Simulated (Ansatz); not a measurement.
System: BiTe (Fm-3m, No. 225, 2 atoms in the cell; start mp-567362; a measured phase of this formula has another space group). Method: LDA (Ansatz, a program for electronic structure, PAW).

Settings: plane-wave cutoff 520 eV, 14×14×14 k mesh, Fermi–Dirac smearing 0.05 eV, scalar-relativistic PAW data made under PBE.

Cell (relaxed at this level):

```xyz
2
Lattice="0.0000 3.1754 3.1754 3.1754 0.0000 3.1754 3.1754 3.1754 0.0000" Properties=species:S:1:pos:R:3 pbc="T T T"
Bi     0.0000     0.0000     0.0000
Te     3.1754     3.1754     3.1754
```

Question: Give the computed bulk modulus B0.

Answer: 
bulk modulus B0: 57.3 GPa

The run finds no gap.

Note: the bulk modulus is −V dP/dV from two relaxed cells at ±2 % in volume; the relaxation could not lower the start's symmetry, so the cell can be a saddle point above a distorted one.

Spin–orbit coupling is not included; it can open a gap where bands touch, and shift volumes and moduli.

The computed numbers hold no vibrational or temperature effects.

The result took around 30 core-seconds (rough).

A start named mp-… is a Materials Project structure, which need not be a measured phase.
